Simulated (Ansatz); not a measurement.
Start from MgH2 in the CdI2 type structure (space group P-3m1, No. 164; a hypothetical phase, not in the database extracts checked).

```yaml
crystal:
  lattice:
    - [2.98402, 0.00000, 0.00000]
    - [-1.49201, 2.58424, 0.00000]
    - [0.00000, 0.00000, 4.11275]
  atoms:
    - { symbol: Mg, position: [0.00000, 0.00000, 0.00000] }
    - { symbol: H, position: [0.33333, 0.66667, 0.22675] }
    - { symbol: H, position: [0.66667, 0.33333, 0.77325] }
```

Cartesian axes are those of the cell as printed.

Method: Ansatz (a quantum-chemistry and plane-wave program) PBE-D3(BJ), without spin-orbit coupling.

Before the change:

The shortest interatomic distance is 1.959 Å.

Perturbation: strain tensor (xx, yy, zz, yz, xz, xy) = (−0.18, +0.34, +0.44, +0.80, −1.15, +0.66) %, atoms relaxed at fixed cell.

### Question
Estimate the effect on the largest internal atomic displacement, energy relative to the base, shortest interatomic distance and stress.

### Answer
The largest internal atomic displacement amounts to 0.026 Å; the energy rises by 0.6 meV/atom; the shortest interatomic distance shrinks by 0.010 Å to 1.949 Å; the stress (xx, yy, zz, yz, xz, xy; compression positive) is (0.16, -0.41, -0.07, -0.10, 0.17, -0.68) GPa.

Whether these cells are dynamically stable was not tested.
